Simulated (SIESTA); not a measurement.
## Short convergence ladders for a (110) slab of VOs (cut from a parent of space group no. 221; 6 atoms in the cell)

```
CELL_PARAMETERS angstrom
      3.00149     0.00000     0.00000
      0.00000     4.24474     0.00000
      0.00000     0.00000    18.24470
ATOMIC_POSITIONS crystal
  V  0.00000 0.75000 0.38367
  Os 0.50000 0.25000 0.38367
  V  0.00000 0.25000 0.50000
  Os 0.50000 0.75000 0.50000
  V  0.00000 0.75000 0.61633
  Os 0.50000 0.25000 0.61633
```
Moments meant for the start (each program seeds them in its own way; μB, in the order of the atoms V Os V Os V Os): 2.0 0.0 2.0 0.0 2.0 0.0.

Base method: LDA PW92, numerical atomic orbitals DZP, PseudoDojo LDA standard norm-conserving potentials (rewritten from UPF to PSML) run with SIESTA.

Base settings: XC.functional = LDA; XC.authors = PW92; potentials = PseudoDojo LDA standard; PAO.BasisSize = DZP; PAO.EnergyShift = 0.01 Ry; MeshCutoff = 350 Ry; kgrid.MonkhorstPack = 5 4 1; OccupationFunction = FD; ElectronicTemperature = 1160.45 K; Spin = polarized.

Core times come from one kind of shared machine, to one figure; runs under 30 s give none.

**The vacuum**

The mesh stays at the base's, so the ladder's end is converged at best in this setting alone.

Only quantities that move along the ladder and can be compared are tabulated; forces are left out, as grid noise moves with the cell.

The magnetic state is not the same in all runs (site moments differ, or a search went on to a lower state), so steps between rows are not convergence errors alone.

| vacuum between outermost atoms (Å) | free energy less the last step's (meV/atom) | net moment (μB/atom) | core time / last (rough) |
|---|---|---|---|
| 3.0 | -435.32 | 0.188 | 0.8 |
| 5.0 | -39.60 | 0.002 | 0.7 |
| 7.0 | -0.20 | 0.000 | 0.9 |
| 14.0 | -0.02 | 0.001 | 0.8 |
| 30.0 | 0.00 | 0.000 | 1 |

Smallest vacuum between outermost atoms (Å) that holds the net moment within 0.02 μB/atom of the last step, with all finer ones: 5.0; the step before is off by 0.19 μB/atom.

Smallest vacuum between outermost atoms (Å) that holds the free energy within 1 meV/atom of the last step, with all finer ones: 7.0; the step before is off by 40 meV/atom.

**The k-point mesh**

Only quantities that move along the ladder and can be compared are tabulated.

| kgrid.MonkhorstPack | free energy less the last step's (meV/atom) | largest difference of a force vector from the last step's (eV/Å) | core time / last (rough) |
|---|---|---|---|
| 2 2 1 | 327.11 | 0.268 | 0.2 |
| 3 3 1 | -37.71 | 0.429 | 0.2 |
| 5 4 1 | 14.57 | 0.155 | 0.2 |
| 6 4 1 | 4.25 | 0.112 | 0.2 |
| 28 20 1 | 0.00 | 0.000 | 1 |

Coarsest kgrid.MonkhorstPack that holds the free energy within 5 meV/atom: not settled: the last two steps still differ by 4.3 meV/atom, over half the tolerance, so the ladder does not show it.

Coarsest kgrid.MonkhorstPack that holds the forces within 0.02 eV/Å: not settled: the last two steps still differ by 0.11 eV/Å, over half the tolerance, so the ladder does not show it.

**The cutoff of the real-space grid**

The mesh stays at the base's, so the ladder's end is converged at best in this setting alone.

Only quantities that move along the ladder and can be compared are tabulated.

| MeshCutoff | largest difference of a force vector from the last step's (eV/Å) | core time / last (rough) |
|---|---|---|
| 175 Ry (177 Ry used) | 0.019 | 0.2 |
| 210 Ry (213 Ry used) | 0.002 | 0.3 |
| 245 Ry (245 Ry used) | 0.001 | 0.3 |
| 350 Ry (353 Ry used) | 0.011 | 0.4 |
| 420 Ry (447 Ry used) | 0.011 | 0.5 |
| 700 Ry (707 Ry used) | 0.000 | 1 |

Coarsest MeshCutoff that holds the forces within 0.01 eV/Å: not settled: the last two steps still differ by 0.011 eV/Å, over half the tolerance, so the ladder does not show it.

On the base run: the starting cell comes from a database of computed structures (which also holds hypothetical and non-ambient phases and stackings), without a prior relaxation at this level. The slab is cut from that crystal, and its faces are unrelaxed. Its lattice was rescaled by up to half a per cent. The starting moments vanished: the run ended non-magnetic, which need not be the lowest state. Values carry the incompleteness of an atom-centred basis. In the base run, forces exceed 1 eV/Å. Without a gap this mesh is coarse (it stands for a supercell whose shortest in-plane vector is 15 Å).
